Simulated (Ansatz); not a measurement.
Partial pair distribution functions of a relaxed model of amorphous Si24O50Ti, broadened by 0.06 Å; density 2.22 g/cm³. Calculation: PBE, scalar-relativistic without spin-orbit coupling (plane waves to 420 eV, PAW; Ansatz, a first-principles code).

It comes from a melt-quench run on a machine-learned potential (CHGNet), relaxed afterwards by DFT. O atoms were pushed apart under 1.9 Å during the dynamics, to hinder bonds among them. The hot cell started wider than the set density and was brought back towards it in steps. It is the lowest in DFT energy of 2 quenches. It is a model cell: composition and starting density were chosen by hand, and all elements were melted together. No dispersion term was used. Its density started from a set value of 2.24 and ended at 2.22 g/cm³. The simulated quench (nominally 320 K/ps over its main leg) is rapid and tends to freeze in more defects than a deposited or slowly cooled glass has. A cell of this size samples the disorder only roughly. Volume and shape were free in the relaxation.

```
r (Å)  g Si-O  g O-Ti  g Si-Si  g O-O
-----  ------  ------  -------  -----
1.40     0.01    0.00     0.00   0.00
1.50     1.67    0.00     0.00   0.00
1.60    14.73    0.06     0.00   0.00
1.70    10.01    3.19     0.00   0.00
1.80     0.57   12.99     0.00   0.00
1.90     0.00    5.49     0.00   0.00
2.00     0.00    0.27     0.00   0.00
2.10     0.00    0.00     0.00   0.00
2.20     0.00    0.00     0.00   0.00
2.30     0.00    0.00     0.04   0.06
2.40     0.00    0.00     0.33   0.19
2.50     0.00    0.00     0.15   1.31
2.60     0.00    0.00     0.00   4.57
2.70     0.01    0.00     0.09   6.03
2.80     0.09    0.00     1.47   2.35
2.90     0.12    0.00     3.78   0.71
3.00     0.11    0.00     4.07   0.66
3.10     0.45    0.00     3.58   0.57
3.20     0.88    0.02     1.79   0.77
3.30     0.88    0.49     0.42   0.60
3.40     1.15    0.97     0.01   0.61
3.50     1.64    0.12     0.00   0.70
3.60     1.69    0.09     0.03   0.56
3.70     1.40    1.53     0.48   0.61
3.80     1.15    2.86     0.75   0.53
3.90     1.02    1.86     0.49   0.51
4.00     1.18    1.94     0.46   0.53
4.10     1.62    0.60     0.77   0.54
4.20     2.04    2.33     0.67   0.62
4.30     1.71    1.37     1.02   0.72
4.40     0.96    1.17     1.31   0.93
4.50     0.70    1.41     1.11   1.03
4.60     0.62    0.71     0.84   1.24
4.70     0.58    0.98     0.78   1.44
4.80     0.39    0.69     0.67   1.43
4.90     0.50    1.09     0.73   1.40
5.00     0.73    0.81     1.14   1.44
```

Within 1.90 Å each Si has 4.00 O neighbours on average.
